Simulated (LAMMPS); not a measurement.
LAMMPS 22 Jul 2025, classical MD, EAM (Cu_mishin1.eam.alloy): Cu, 500000 atoms.

task: MD, nve
potential: EAM, Cu_mishin1.eam.alloy
copies of the repeat unit: 50×50×50
shape (slab and sphere leave vacuum in the box): bulk
temperature: 800 K
steps: 300
timestep: 2 fs
neighbor skin: 4 Å
neigh_modify: every 1 delay 0 check yes
thermo: 100
newton: on (default)
atom_modify sort (bins of 2 Å where set): 1000 (default)
comm_style: brick (default)
box: 180.8 × 180.8 × 180.8 Å
start: generated fcc lattice, warmed in an untimed run
compared values: energy and forces of the first step, drift over the run

Hardware: Arm Neoverse V2, 96 cores on 1 socket, no SMT, 1 L3 cache group.

Run on 32 ranks, it takes 7.8 s from launch to exit:

```bash
# ahead of the timed run: OMP_NUM_THREADS=1 mpirun -np 48 lmp -in in.warm -log none -nocite
OMP_NUM_THREADS=1 mpirun -np 32 lmp -in in.lmp -log log.lammps -nocite
```

From its output:

```
  using 1 OpenMP thread(s) per MPI task
  2 by 4 by 4 MPI processor grid
  500000 atoms
  master list distance cutoff = 9.50679
  ghost atom cutoff = 9.50679
Per MPI rank memory allocation (min/avg/max) = 18.82 | 19.06 | 19.22 Mbytes
98.0% CPU use with 32 MPI tasks x 1 OpenMP threads
...
Loop time of 7.46288 on 32 procs for 300 steps with 500000 atoms

Performance: 6.946 ns/day, 3.455 hours/ns, 40.199 timesteps/s, 20.099 Matom-step/s
98.0% CPU use with 32 MPI tasks x 1 OpenMP threads

MPI task timing breakdown:
Section |  min time  |  avg time  |  max time  |%varavg| %total
---------------------------------------------------------------
Pair    | 7.0194     | 7.1226     | 7.2211     |   2.1 | 95.44
Neigh   | 0          | 0          | 0          |   0.0 |  0.00
Comm    | 0.1622     | 0.25832    | 0.36271    |  11.5 |  3.46
Output  | 0.00027487 | 0.00030629 | 0.00037504 |   0.0 |  0.00
Modify  | 0.040074   | 0.042987   | 0.045453   |   0.6 |  0.58
Other   |            | 0.03865    |            |       |  0.52

Nlocal:          15625 ave       15720 max       15558 min
Histogram: 1 5 6 5 7 1 3 1 2 1
Nghost:        23901.5 ave       23965 max       23807 min
Histogram: 1 2 1 3 0 6 7 6 5 1
Neighs:    2.47233e+06 ave 2.52405e+06 max 2.42605e+06 min
Histogram: 3 5 6 2 0 2 5 4 2 3

Total # of neighbors = 79114550
Ave neighs/atom = 158.2291
Neighbor list builds = 0
Dangerous builds = 0
```

Times are wall-clock medians of two to five runs, from launch to exit, with nothing else on the machine. Unless noted, each process is bound to its own block of adjacent cores. The times hold for this build (PyPI wheel: MPICH, OPENMP and OPT packages). Scratch files lie in a memory file system. A preparatory run goes ahead and isn't timed.

Task: What holds this run back, and which change relieves it on the same cores with the result kept within 1.0 meV/atom in energy, 10 meV/Å in forces on 48 atoms, 0.20 meV an atom in drift of the total energy?

Result: The largest part is pair forces (Pair), 92 % of the time from launch to exit. Over the ranks it runs from 7 to 7.2 s, at 15625 atoms a rank on average. One change that relieves it (others may too): going from skin = 4 Å to skin = 0.5 Å, one of the fastest of the measured ones that keep the result: 7.8 s to 5.8 s (1.3× as fast). List entries an atom go from 158 to 39, Neigh from 0 to 0.69 s and Pair from 7.1 to 4.7 s. Neighbour list builds go from 0 to 39. These two results differ by: energy equal as printed, forces on 48 atoms equal as printed, drift of the total energy equal as printed. Others tried: skin = 1 Å (6.1 s); skin = 0.2 Å (6.1 s); skin = 1.5 Å (6.2 s); skin = 2 Å (6.3 s); skin = 3 Å (7.0 s). 4 planned settings were not run, for want of time.
